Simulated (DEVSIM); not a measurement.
Structure: Cr/SiO2/p-Ge capacitor, at 300 K.

Layer 1 from the left is SiO2, thickness (nm) 14.0. Layer 2 from the left is Ge, thickness (nm) 380, Na (cm⁻³) 2.4e18.

Metal gate on the left, work function 4.5 eV. Fixed charge at the semiconductor interface 8.9e10 cm⁻² (in units of +e); no interface traps.

This is a model device: material constants are rounded textbook-type values typed into the input, and sizes, dopings and lifetimes were drawn at random. Values at 300 K.

SiO2: gap (eV) 9, affinity (eV) 0.9, permittivity 3.9. Ge: gap (eV) 0.664, affinity (eV) 4, permittivity 16, Nc (cm⁻³) 1.04e19, Nv (cm⁻³) 6e18.

Simulated with DEVSIM: 1D Poisson equation in equilibrium, Boltzmann statistics, complete ionisation; no quantum confinement or tunnelling. Metal contacts follow the ideal Schottky-Mott rule: no Fermi-level pinning, no interface dipoles.

Task: What does the simulation give for the minimum of the low-frequency capacitance, the flat-band voltage?

Result: minimum of the low-frequency capacitance 0.187 μF/cm²; flat-band voltage -0.20 V.
